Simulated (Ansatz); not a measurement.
Consider CdO in the rock salt structure (space group Fm-3m, No. 225; a = 4.768 Å).

Calculations: PBE (Ansatz, a first-principles code; PAW; 420 eV plane waves; scalar-relativistic without spin-orbit coupling), earlier PAW set.

Base values:

* **Magnetic state**: not spin-polarised
* **Largest site moment**: 0.00 μB
* **Volume per atom**: 13.55 Å³

Now apply this change: full substitution Cd → Fe; the structure is relaxed again.

Tabulated Pauling electronegativity and covalent radius: Cd 1.69, 1.44 Å; Fe 1.83, 1.32 Å.

Problem. Predict the new magnetic state, largest site moment and volume per atom.

Solution. The magnetic state changes from not spin-polarised to ferromagnetic; the largest site moment goes from zero to 3.45 μB; the volume per atom decreases by 3.546 Å³ to 10.01 Å³.

No phonon test of stability was made. No Hubbard U is applied and the magnetic state is the run's own (FeO ferromagnetic); other magnetic orders, which need larger cells, were not tried and can change the gap. Spin-polarised in the final run: FeO; the other runs are not. In its common phase, real FeO is an antiferromagnetic insulator at low temperature.
